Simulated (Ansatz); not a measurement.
**Ansatz (an electronic-structure program) run on Na2SnCSO7 (P2_1/m, 24 atoms in the cell): self-consistent single point**

Method: PBEsol, default PAW files made with PBE (plane waves; Ansatz).

This input was run:

Ansatz 0.2 input:
```yaml
# Na2SnCSO7
crystal:
  lattice:
    - [5.495210, 0.000000, 0.000000]
    - [0.000000, 7.130772, 0.000000]
    - [-0.438398, 0.000000, 9.401144]
  atoms:
    - { symbol: Na, position: [0.765040, 0.495940, 0.789960] }
    - { symbol: Na, position: [0.234960, 0.504060, 0.210040] }
    - { symbol: Na, position: [0.234960, 0.995940, 0.210040] }
    - { symbol: Na, position: [0.765040, 0.004060, 0.789960] }
    - { symbol: Sn, position: [0.233450, 0.750000, 0.625970] }
    - { symbol: Sn, position: [0.766550, 0.250000, 0.374030] }
    - { symbol: C, position: [0.263170, 0.750000, 0.917340] }
    - { symbol: C, position: [0.736830, 0.250000, 0.082660] }
    - { symbol: S, position: [0.268070, 0.250000, 0.606480] }
    - { symbol: S, position: [0.731930, 0.750000, 0.393520] }
    - { symbol: O, position: [0.733860, 0.250000, 0.948120] }
    - { symbol: O, position: [0.266140, 0.750000, 0.051880] }
    - { symbol: O, position: [0.054290, 0.750000, 0.838510] }
    - { symbol: O, position: [0.945710, 0.250000, 0.161490] }
    - { symbol: O, position: [0.463400, 0.750000, 0.843690] }
    - { symbol: O, position: [0.536600, 0.250000, 0.156310] }
    - { symbol: O, position: [0.140600, 0.081220, 0.663060] }
    - { symbol: O, position: [0.859400, 0.918780, 0.336940] }
    - { symbol: O, position: [0.859400, 0.581220, 0.336940] }
    - { symbol: O, position: [0.140600, 0.418780, 0.663060] }
    - { symbol: O, position: [0.754830, 0.750000, 0.554800] }
    - { symbol: O, position: [0.245170, 0.250000, 0.445200] }
    - { symbol: O, position: [0.529670, 0.250000, 0.653390] }
    - { symbol: O, position: [0.470330, 0.750000, 0.346610] }
kpoints:
  mp_grid: { grid: [3, 3, 2] }
hamiltonian:
  xc: pbesol
  pseudopotentials: { kind: paw }
scf:
  occupations: { method: fermi_dirac, width: 0.02 }
output:
  forces: true
  eigenvalues: true
  stress: true
```

Log, with long lists cut:

```
WARN basis.ecutwfc = 420 eV, the default
WARN ansatz: RAYON_NUM_THREADS=1 ignored (pool sized by the plan → 1); use --threads N
Pseudopotentials: kind: paw
Pseudopotential: Na, paw, valence charge 9
Pseudopotential: Sn, paw, valence charge 14
Pseudopotential: C, paw, valence charge 4
Pseudopotential: S, paw, valence charge 6
Pseudopotential: O, paw, valence charge 6
Crystal: 24 atoms, lattice volume = 368.385 Å³
Basis set: ecut = 420 eV, 7193 PW (Γ), exchange–correlation on 80×96×128 points (8 copies of the dense FFT grid, shifted against one another)
Bands: 108, of which v1, the nominal top of the filled ones, is band 84 counted from 1 (83 counted from 0)
Symmetry: 4 space group operations
Space group: P21/m (ITA 11), of the structure as read, at distance tolerance 7.2e-5 Å
k-points: 8 of 18
PAW frozen core: Na, regenerated for the run's functional, and the local potential with it
PAW frozen core: Sn, regenerated for the run's functional, and the local potential with it
PAW frozen core: C, regenerated for the run's functional, and the local potential with it
PAW frozen core: S, regenerated for the run's functional, and the local potential with it
PAW frozen core: O, regenerated for the run's functional, and the local potential with it
Initial density: superposition of atomic densities (neutral atoms: chi_scale 0, normalization atom), corrected by the library's trained network
Initial wavefunctions: pseudopotential atomic-orbital guess
Eigensolver: davidson
Functional: x = pbesol(κ = 0.804, μ = 0.12345679012345678), c = pbesol(β = 0.046)
SCF iter   1: F=—  HF=-27921.661061 eV  |F-HF|=—  |Δ(HF+E_count)|=         —  Δρ=9.88e-3  dr2=2.84e-1  ethr=1.77e-3  ⟨swp⟩=6.0  Hψ=3885  notcnv=0  defer=12
all-band conjugate gradients solve this SCF's bands
preconditioner: auto → Resta (q_TF=auto, 2.394 Å⁻¹)
SCF iter   2: F=—  HF=-27921.581284 eV  |F-HF|=—  |Δ(HF+E_count)|=   7.98e-2  Δρ=2.32e-3  dr2=1.51e-2  ethr=1.69e-4  ⟨swp⟩=2.0  Hψ=1459  notcnv=0  defer=126
SCF iter   3: F=—  HF=-27921.582623 eV  |F-HF|=—  |Δ(HF+E_count)|=   1.34e-3  Δρ=8.26e-4  dr2=2.29e-3  ethr=8.98e-6  ⟨swp⟩=2.0  Hψ=1437  notcnv=0  defer=126
SCF iter   4: F=—  HF=-27921.583692 eV  |F-HF|=—  |Δ(HF+E_count)|=   1.07e-3  Δρ=4.49e-4  dr2=6.18e-4  ethr=1.36e-6  ⟨swp⟩=2.2  Hψ=1125  notcnv=0  defer=126
SCF iter   5: F=—  HF=-27921.583869 eV  |F-HF|=—  |Δ(HF+E_count)|=   1.77e-4  Δρ=1.51e-4  dr2=9.05e-5  ethr=3.68e-7  ⟨swp⟩=2.0  Hψ=1122  notcnv=0  defer=126
SCF iter   6: F=—  HF=-27921.583961 eV  |F-HF|=—  |Δ(HF+E_count)|=   9.25e-5  Δρ=3.62e-5  dr2=5.19e-6  ethr=5.39e-8  ⟨swp⟩=2.0  Hψ=1124  notcnv=0  defer=126
SCF iter   7: F=—  HF=-27921.583970 eV  |F-HF|=—  |Δ(HF+E_count)|=   8.81e-6  Δρ=1.83e-5  dr2=9.65e-7  ethr=3.09e-9  ⟨swp⟩=2.0  Hψ=1362  notcnv=0  defer=126
SCF iter   8: F=—  HF=-27921.583971 eV  |F-HF|=—  |Δ(HF+E_count)|=   6.73e-7  Δρ=5.75e-6  dr2=1.29e-7  ethr=5.74e-10  ⟨swp⟩=2.0  Hψ=1363  notcnv=0  defer=126
SCF iter   9: F=-27921.583971 eV  HF=-27921.583971 eV  |F-HF|=2.77e-8  |Δ(HF+E_count)|=   1.29e-7  Δρ=1.76e-6  dr2=1.45e-8  ethr=5.95e-11  ⟨swp⟩=11.2  Hψ=3920  notcnv=0
SCF 1 converged in 9 iterations: F = -27921.583971 eV  dr2 = 1.45e-8
SCF converged after 9 iterations
Free energy (F): -27921.583971 eV
Harris-Foulkes:  -27921.583971 eV  (|F-HF|=2.77e-8)
Internal energy: -27921.583971 eV  (E = F + TS)
E sigma→0 (E₀):  -27921.583971 eV
Fermi energy:    4.980581 eV
--- Per-component energies (eV) ---
  E_band       = -1722.613278
  E_kinetic    = 3720.967002
  E_local      = -15582.787424  (includes V_loc(G=0)·N_el)
  E_nonlocal   = 1183.738437
  E_hartree    = 6163.646631
  E_xc         = -2219.700310
  E_vxc        = -1993.287322  (∫ρ·V_xc dr)
  E_paw        = -12630.285951  (= ΣΔE_a)
  E_vpaw       = -1378.576394  (= ΣTr[D̂ρ^β])
  E_aug_tail   = 0.033983  (compensation charges beyond the density's cutoff)
  E_ewald      = -8558.644924
  E_core_change = 1.448585  (= ΣΔE_core)
  E_smearing   = -0.000000  (= −TS)
  E_closure    = -0.000000  (closes the sum)
  Σ components = -27921.583971   (vs F -27921.583971, Δ=0.00e0)
--- Forces (eV/Å), atoms counted from 1 ---
  atom   1  Na    -0.03816939    -0.02792373     0.04384407
  atom   2  Na     0.03816939     0.02792373    -0.04384407
  atom   3  Na     0.03816939    -0.02792373    -0.04384407
  atom   4  Na    -0.03816939     0.02792373     0.04384407
  atom   5  Sn    -0.12733918     0.00000000     0.26153833
  atom   6  Sn     0.12733918    -0.00000000    -0.26153833
  atom   7  C     -0.01749777    -0.00000000     0.26417131
  atom   8  C      0.01749777     0.00000000    -0.26417131
  atom   9  S     -0.02932269    -0.00000000    -0.04026992
  atom  10  S      0.02932269     0.00000000     0.04026992
  atom  11  O     -0.02721462     0.00000000     1.26624711
  atom  12  O      0.02721462    -0.00000000    -1.26624711
  atom  13  O      0.62361688    -0.00000000     0.03726002
  atom  14  O     -0.62361688     0.00000000    -0.03726002
  atom  15  O     -0.72659241     0.00000000     0.07562393
  atom  16  O      0.72659241    -0.00000000    -0.07562393
  atom  17  O      0.09712255     0.12146970    -0.10661541
  atom  18  O     -0.09712255    -0.12146970     0.10661541
  atom  19  O     -0.09712255     0.12146970     0.10661541
  atom  20  O      0.09712255    -0.12146970    -0.10661541
  atom  21  O      0.07766022    -0.00000000    -0.38918871
  atom  22  O     -0.07766022     0.00000000     0.38918871
  atom  23  O     -0.39155617    -0.00000000    -0.07086835
  atom  24  O      0.39155617     0.00000000     0.07086835
  max |Σ_I F_I| component: 1.11e-16 eV/Å
--- Stress (GPa, compression-positive) ---
       -3.187921      -0.000000       0.088633
       -0.000000      -1.941262      -0.000000
        0.088634      -0.000000      -4.133807
  P = ⅓ Tr σ = -3.0877 GPa (-30.877 kbar)
  The stress holds the Pulay correction. Without it, at fixed plane waves, as pw.x and ABINIT print it: P = -3.6078 GPa
--- Band table (eV; the first three rows and the last of 8) ---
  k-point 0: bands = ["-46.5385", "-46.5385", "-46.5371", "-46.5371", "-20.3975", "-20.3730", "-18.8450", "-18.7656", "-18.6627", "-18.6503", "-18.6435", "-18.6373", "-18.6364", "-18.6348", "-18.6263", "-18.6259", "-18.5904", "-18.5903", "-18.5204", [...]
  k-point 1: bands = ["-46.5385", "-46.5385", "-46.5371", "-46.5371", "-20.3975", "-20.3730", "-18.8461", "-18.7670", "-18.6598", "-18.6490", "-18.6435", "-18.6372", "-18.6365", "-18.6319", "-18.6261", "-18.6261", "-18.5904", "-18.5903", "-18.5233", [...]
  k-point 2: bands = ["-46.5382", "-46.5382", "-46.5374", "-46.5374", "-20.3870", "-20.3747", "-18.8247", "-18.7842", "-18.6491", "-18.6462", "-18.6422", "-18.6395", "-18.6363", "-18.6344", "-18.6292", "-18.6261", "-18.6113", "-18.6064", "-18.4865", [...]
  k-point 7: bands = ["-46.5382", "-46.5382", "-46.5374", "-46.5374", "-20.3802", "-20.3727", "-18.8148", "-18.7927", "-18.6531", "-18.6472", "-18.6379", "-18.6372", "-18.6326", "-18.6316", "-18.6257", "-18.6251", "-18.6124", "-18.6053", "-18.4818", [...]
```

The run converged in 9 iterations.

The starting cell comes from a database of computed structures (which also holds hypothetical and non-ambient phases and stackings), without a prior relaxation at this level. Its lattice was rescaled by a random factor within 2.5 % of one. With a pressure of about -3 GPa the cell is away from its equilibrium volume at this level. Forces in this geometry exceed 1 eV/Å. Ansatz's pressure includes its estimate of the finite-basis (Pulay) stress. Without the estimate this run gives -3.61 GPa.
